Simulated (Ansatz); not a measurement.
```
CELL_PARAMETERS angstrom
      0.00000     5.44450     5.44450
      5.44450     0.00000     5.44450
      5.44450     5.44450     0.00000
ATOMIC_POSITIONS crystal
  K  0.50000 0.50000 0.50000
  Cs 0.75000 0.75000 0.75000
  Cs 0.25000 0.25000 0.25000
  In 0.00000 0.00000 0.00000
  Cl 0.76950 0.23050 0.23050
  Cl 0.23050 0.76950 0.76950
  Cl 0.23050 0.76950 0.23050
  Cl 0.76950 0.23050 0.76950
  Cl 0.23050 0.23050 0.76950
  Cl 0.76950 0.76950 0.23050
```

The cell is a database entry relaxed within its symmetry; it need not be the phase found at ambient conditions. Dynamical quadrupoles are not included in the interpolation of the phonons between the solved wave vectors.

Is this relaxed cell dynamically stable according to harmonic phonons (finite displacements on a 2×2×2 mesh, DFT at the PBEsol level (Ansatz, a quantum-chemistry and plane-wave program), k mesh 4×4×4)? If not, where is the strongest instability?

No. The softest mode is 38i cm⁻¹ at q = (0.000, 0.000, 0.000) in fractions of the reciprocal vectors of this cell, and 8 of the 8 wave vectors of the mesh carry a mode beyond 15i cm⁻¹.

The PAW data sets were generated under PBE and serve the other functionals too.
